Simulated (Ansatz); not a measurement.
Defect: Ta-vacancy pair (Ta on one host Al site, one Al site vacant) in fcc Al, neutral cell. Method: PBE, PAW (plane waves to 420 eV; Ansatz, a program for electronic structure).

Settings: 32 host sites, the relaxed PBE lattice, a 3×3×3 k-point mesh shifted by half a step, smearing 0.10 eV, spin-restricted, no image-charge correction. Static, classical nuclei. Spin-orbit coupling is left out. Forms of the defect that were not tried may lie lower. The start lies 0.44 eV above the lowest site run (PBE).

Barriers: single points on a 5×5×5 k-point mesh shifted by half a step at the bands' geometries (they differ from the bands' own by up to 0.11 eV, and are uncertain by about as much).

Relaxed starting cell (atoms counted from 1):

```
CELL_PARAMETERS angstrom
      8.08392     0.00000     0.00000
      0.00000     8.08392     0.00000
      0.00000     0.00000     8.08392
ATOMIC_POSITIONS crystal
  Ta 0.00066 0.99515 0.99532
  Al 0.00008 0.00831 0.49556
  Al 0.99990 0.49570 0.00857
  Al 0.00047 0.49998 0.49985
  Al 0.50046 0.00095 0.00091
  Al 0.50049 0.00304 0.50027
  Al 0.50079 0.50036 0.00284
  Al 0.50004 0.50683 0.50713
  Al 0.99986 0.24886 0.75416
  Al 0.99982 0.75408 0.24877
  Al 0.00015 0.75127 0.75134
  Al 0.50004 0.25217 0.25243
  Al 0.50093 0.24916 0.75403
  Al 0.50070 0.75461 0.24928
  Al 0.49964 0.75296 0.75304
  Al 0.24275 0.00628 0.24823
  Al 0.24966 0.00078 0.75205
  Al 0.24668 0.50010 0.25393
  Al 0.24880 0.50081 0.75496
  Al 0.75859 0.00763 0.24841
  Al 0.75081 0.00034 0.75295
  Al 0.75348 0.49978 0.25487
  Al 0.75100 0.50133 0.75522
  Al 0.24270 0.24811 0.00693
  Al 0.24658 0.25411 0.49908
  Al 0.24964 0.75221 0.99986
  Al 0.24939 0.75538 0.50110
  Al 0.75852 0.24822 0.00777
  Al 0.75401 0.25457 0.49988
  Al 0.75086 0.75284 0.00040
  Al 0.75096 0.75499 0.50172
```

End state 1 differs by these moves (Å; atoms that move under 0.08 Å are left out):

```json
[
 {"atom": "1", "element": "Ta", "Δx": "-0.01", "Δy": "2.13", "Δz": "2.13"}
]
```

Question: Estimate the forward and backward barriers to end state 1 that PBE, PAW returns for this input.

Answer: forward 1.67 eV, backward 1.67 eV; at the saddle point atom 1 has neighbours 4 Al at 2.68, 4 Al at 3.03 Å. The saddle point's order was not checked, and it lies on a symmetry element of the cell, where a band can be held.

End state 2 differs by these moves (Å; atoms that move under 0.08 Å are left out):

```
atom  element     Δx     Δy     Δz
----  -------  -----  -----  -----
3          Al   0.00  -1.95   1.91
28         Al  -0.02   0.05  -0.06
```

Question: What is the computed forward and backward barriers to end state 2 (PBE, PAW)?

Answer: forward 0.34 eV, backward 0.78 eV; at the saddle point atom 3 has neighbours 2 Al at 2.60, 2 Al at 2.65, Al at 3.00, Al at 3.18, Al at 3.27; Ta at 3.16 Å. The saddle point's order was not checked, and it lies on a symmetry element of the cell, where a band can be held.
